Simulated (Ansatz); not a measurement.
**Response to strain in Ge**

Base system: Ge in the diamond structure (space group Fd-3m, No. 227; a = 5.6762 Å).

Strains are applied to the cell and any free atomic positions relax.

The values are results of PBEsol (Ansatz, a first-principles code; PAW; 420 eV plane waves; no spin-orbit coupling), not measurements.

Candidates:
(a) isotropic strain −0.50 %
(b) isotropic strain +2.00 %
(c) isotropic strain −3.00 %
(d) isotropic strain +2.50 %

Notes on the quantities. energy relative to the base: free energy F.

Q: Order them by energy relative to the base, highest first.

A: (c) isotropic strain −3.00 % (+43 meV/atom), (d) isotropic strain +2.50 % (+25 meV/atom), (b) isotropic strain +2.00 % (+16 meV/atom), (a) isotropic strain −0.50 % (+1.1 meV/atom)

Stability against distortions was not tested.
